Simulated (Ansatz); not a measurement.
**What electrons 1.0×10^22 cm⁻³ does to BaCuTeF**

The parent structure is BaCuTeF (space group P4/nmm, No. 129; a = 4.360 Å, c = 9.271 Å; a cell from a computed database, its experimental status unchecked).

Modification: electron doping at 1.0×10^22 cm⁻³ (1.76 per cell), with a uniform compensating background at fixed cell and a 300 K Fermi–Dirac width.

All numbers come from DFT with PBEsol, PAW potentials and a 420 eV plane-wave cutoff in Ansatz (a quantum-chemistry and plane-wave program), without spin-orbit coupling. k-mesh 11×11×5 (Γ-centred); smearing 0.0259 eV (Fermi–Dirac).

The gap between the host's bands falls by 0.14 eV, from 0.85 eV to 0.71 eV and the gap character remains direct at Γ. The largest internal atomic displacement is 0.157 Å and the Fermi level relative to the doped band's edge (positive inside the band; to 0.05 eV) is +1.45 eV.

Charged cell with a jellium background: band edges are those of the host's band count, energies are not comparable with the neutral cell, and many-body gap narrowing is missing. With Te present, leaving out spin-orbit coupling can change the band edges. Whether these cells are dynamically stable was not tested. No Hubbard U is applied. All final runs are without spin polarisation.
